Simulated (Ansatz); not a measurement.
End structure of a constructed model of the (111) surface of fcc Al, a pseudomorphic layer of Si in the other hollow (bottom of the slab: a bare face, its two planes held):

```xyz
7
Lattice="2.8581 0.0000 0.0000 -1.4290 2.4752 0.0000 0.0000 0.0000 29.5000" Properties=species:S:1:pos:R:3 pbc="T T T"
Al     0.0000     1.6501     8.0172
Al     1.4290     0.8251    10.3509
Al     0.0000     0.0000    12.6765
Al     0.0000     1.6501    15.0330
Al     1.4290     0.8251    17.3751
Al     0.0000     0.0000    19.7116
Si     1.4290     0.8251    21.8555
```

Model: 7-atom slab, 13.5 Å thick at the start with caps and adatoms (thin: gaps and levels are the slab's own), 15x15x1 mesh, Fermi-Dirac 0.1 eV, dipole correction, 2 atoms held, the rest relaxed; held to the start's symmetry, so lower structures may exist; no spin, no spin-orbit, no U. In PBE it lies 0.07 eV a 1x1 cell over the lowest computed structure of the same composition (a pseudomorphic layer of Si in the host's stacking).

Estimate the work function of the top face that PBE (Ansatz, a first-principles code) returns for this input.

4.56 eV
